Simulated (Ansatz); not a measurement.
# A self-consistent single point of CoSi (P2_13, 8 atoms in the cell) with Ansatz

Method of the run: PBE (plane waves, PAW; Ansatz, a program for electronic structure).

Input:

Ansatz 0.2 input:
```yaml
crystal:
  lattice:
    - [4.44097700, 0.00000000, 0.00000000]
    - [0.00000000, 4.44097700, 0.00000000]
    - [0.00000000, 0.00000000, 4.44097700]
  atoms:
    - { symbol: Co, position: [0.85410000, 0.64590000, 0.35410000] }
    - { symbol: Co, position: [0.64590000, 0.35410000, 0.85410000] }
    - { symbol: Co, position: [0.35410000, 0.85410000, 0.64590000] }
    - { symbol: Co, position: [0.14590000, 0.14590000, 0.14590000] }
    - { symbol: Si, position: [0.15654000, 0.34346000, 0.65654000] }
    - { symbol: Si, position: [0.34346000, 0.65654000, 0.15654000] }
    - { symbol: Si, position: [0.65654000, 0.15654000, 0.34346000] }
    - { symbol: Si, position: [0.84346000, 0.84346000, 0.84346000] }
basis:
  ecutwfc: 30.9 Ry
kpoints:
  mp_grid: { grid: [9, 9, 9] }
hamiltonian:
  xc: pbe
  pseudopotentials: { kind: paw }
scf:
  occupations: { method: gaussian, width: 0.0073 Ry }
output:
  forces: true
  eigenvalues: true
  stress: true
```

Log, with long lists cut:

```
WARN ansatz: RAYON_NUM_THREADS=1 ignored (pool sized by the plan → 1); use --threads N
Pseudopotentials: kind: paw
Pseudopotential: Co, paw, valence charge 17
Pseudopotential: Si, paw, valence charge 4
Crystal: 8 atoms, lattice volume = 87.586 Å³
Basis set: ecut = 420.4159175005146 eV, 1743 PW (Γ), exchange–correlation on 60×60×60 points (8 copies of the dense FFT grid, shifted against one another)
Bands: 51, of which v1, the nominal top of the filled ones, is band 42 counted from 1 (41 counted from 0)
Symmetry: 12 space group operations
Space group: P213 (ITA 198), of the structure as read, at distance tolerance 4.4e-5 Å
k-points: 45 of 729 (time reversal used)
Initial density: superposition of atomic densities (neutral atoms: chi_scale 0, normalization atom), corrected by the library's trained network
Initial wavefunctions: pseudopotential atomic-orbital guess
Eigensolver: davidson
Functional: x = pbe(κ = 0.804, μ = 0.2195149727645171), c = pbe(β = 0.06672455060314922)
SCF iter   1: F=—  HF=-23052.691723 eV  |F-HF|=—  |Δ(HF+E_count)|=         —  Δρ=6.91e-3  dr2=8.81e-3  ethr=1.77e-3  ⟨swp⟩=6.9  Hψ=8980  notcnv=0  defer=6
all-band conjugate gradients solve this SCF's bands
preconditioner: auto → Resta (q_TF=auto, 2.709 Å⁻¹)
SCF iter   2: F=—  HF=-23052.689166 eV  |F-HF|=—  |Δ(HF+E_count)|=   2.56e-3  Δρ=2.93e-3  dr2=2.01e-3  ethr=1.05e-5  ⟨swp⟩=2.0  Hψ=3667  notcnv=0  defer=7
SCF iter   3: F=—  HF=-23052.688986 eV  |F-HF|=—  |Δ(HF+E_count)|=   1.80e-4  Δρ=8.51e-4  dr2=2.51e-4  ethr=2.39e-6  ⟨swp⟩=2.0  Hψ=2905  notcnv=0  defer=7
SCF iter   4: F=—  HF=-23052.689008 eV  |F-HF|=—  |Δ(HF+E_count)|=   2.27e-5  Δρ=2.76e-4  dr2=2.72e-5  ethr=2.99e-7  ⟨swp⟩=2.1  Hψ=2941  notcnv=0  defer=7
SCF iter   5: F=—  HF=-23052.689286 eV  |F-HF|=—  |Δ(HF+E_count)|=   2.78e-4  Δρ=4.18e-5  dr2=1.08e-6  ethr=3.24e-8  ⟨swp⟩=2.1  Hψ=2908  notcnv=0  defer=7
SCF iter   6: F=-23052.689286 eV  HF=-23052.689286 eV  |F-HF|=4.11e-8  |Δ(HF+E_count)|=   1.26e-7  Δρ=1.06e-5  dr2=7.68e-8  ethr=1.19e-10  ⟨swp⟩=7.5  Hψ=10768  notcnv=0
SCF 1 converged in 6 iterations: F = -23052.689286 eV  dr2 = 7.68e-8
SCF converged after 6 iterations
Free energy (F): -23052.689286 eV
Harris-Foulkes:  -23052.689286 eV  (|F-HF|=4.11e-8)
Internal energy: -23052.682789 eV  (E = F + TS)
E sigma→0 (E₀):  -23052.686037 eV
Entropy (-TS):   -0.006498 eV (-0.812 meV/atom)
Fermi energy:    16.561795 eV
--- Per-component energies (eV) ---
  E_band       = -956.027392
  E_kinetic    = 2009.004128
  E_local      = -14239.426717  (includes V_loc(G=0)·N_el)
  E_nonlocal   = 1920.787109
  E_hartree    = 6177.981252
  E_xc         = -869.035527
  E_vxc        = -1024.723886  (∫ρ·V_xc dr)
  E_paw        = -8118.266184  (= ΣΔE_a)
  E_vpaw       = -1977.661797  (= ΣTr[D̂ρ^β])
  E_aug_tail   = 0.000386  (compensation charges beyond the density's cutoff)
  E_ewald      = -9933.727237
  E_smearing   = -0.006498  (= −TS)
  E_closure    = 0.000000  (closes the sum)
  Σ components = -23052.689286   (vs F -23052.689286, Δ=0.00e0)
--- Forces (eV/Å), atoms counted from 1 ---
  atom   1  Co     0.03609771    -0.03609771     0.03609771
  atom   2  Co    -0.03609771     0.03609771     0.03609771
  atom   3  Co     0.03609771     0.03609771    -0.03609771
  atom   4  Co    -0.03609771    -0.03609771    -0.03609771
  atom   5  Si     0.01834600    -0.01834600     0.01834600
  atom   6  Si    -0.01834600     0.01834600     0.01834600
  atom   7  Si     0.01834600     0.01834600    -0.01834600
  atom   8  Si    -0.01834600    -0.01834600    -0.01834600
  max |Σ_I F_I| component: 7.63e-17 eV/Å
--- Stress (GPa, compression-positive) ---
       -1.669894      -0.000000       0.000000
       -0.000000      -1.669894       0.000000
        0.000000      -0.000000      -1.669894
  P = ⅓ Tr σ = -1.6699 GPa (-16.699 kbar)
  The stress holds the Pulay correction. Without it, at fixed plane waves, as pw.x and ABINIT print it: P = -1.7646 GPa
--- Band table (eV; the first three rows and the last of 45) ---
  k-point 0: bands = ["-78.2607", "-78.2496", "-78.2496", "-78.2496", "-41.6397", "-41.6397", "-41.6397", "-41.6000", "-41.5700", "-41.5700", "-41.5700", "-41.5347", "-41.5347", "-41.5198", "-41.5198", "-41.5198", "2.8992", "8.3801", "8.3801", [...]
  k-point 1: bands = ["-78.2605", "-78.2507", "-78.2495", "-78.2488", "-41.6430", "-41.6402", "-41.6354", "-41.6009", "-41.5753", "-41.5712", "-41.5636", "-41.5344", "-41.5335", "-41.5211", "-41.5207", "-41.5191", "2.9909", "7.6885", "8.4391", [...]
  k-point 2: bands = ["-78.2597", "-78.2521", "-78.2492", "-78.2483", "-41.6450", "-41.6413", "-41.6301", "-41.6035", "-41.5789", "-41.5739", "-41.5565", "-41.5337", "-41.5307", "-41.5231", "-41.5227", "-41.5190", "3.2640", "6.8349", "8.6122", [...]
  k-point 44: bands = ["-78.2532", "-78.2530", "-78.2515", "-78.2514", "-41.6357", "-41.6351", "-41.6309", "-41.6301", "-41.5671", "-41.5661", "-41.5597", "-41.5586", "-41.5208", "-41.5204", "-41.5177", "-41.5174", "6.6477", "6.8595", "7.3013", [...]
```

The run converged in 6 iterations.

The starting cell comes from a database of computed structures (which also holds hypothetical and non-ambient phases and stackings), without a prior relaxation at this level. Its lattice was rescaled by a random factor within 2.5 % of one. Spin polarisation is off. Ansatz's pressure includes its estimate of the finite-basis (Pulay) stress.
